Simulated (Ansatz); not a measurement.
The starting structures come from a database of crystals and need not be the phases stable at ambient conditions.

Input:

```xyz
4
Lattice="3.0859 0.0000 0.0000 0.0000 17.0653 0.0000 1.5430 5.6884 0.8908" Properties=species:S:1:pos:R:3 pbc="T T T"
Cu     0.0000     0.0000     0.0000
Rh     0.0000     8.5327     0.0000
O      1.5430     7.5172     0.8908
O      0.0000    15.2366     0.0000
```

Space group of this cell: R-3m. The cell is taken as given; by PBEsol its mean pressure is -3.9 GPa.

Transport runs along the normal of the first two printed cell vectors, the (100) plane of the conventional cell.

The gap is the functional's own, uncorrected, and κ follows it; spin-orbit coupling is left out. Mid-gap values are interpolated between the computed energies.

Estimate the band gap and the smallest decay constant κ at mid-gap that PBEsol in Ansatz (a first-principles code) returns for this system.

Gap 0.63 eV on a 32×32×32 mesh; κ = 0.177 1/Å, at the zone centre.
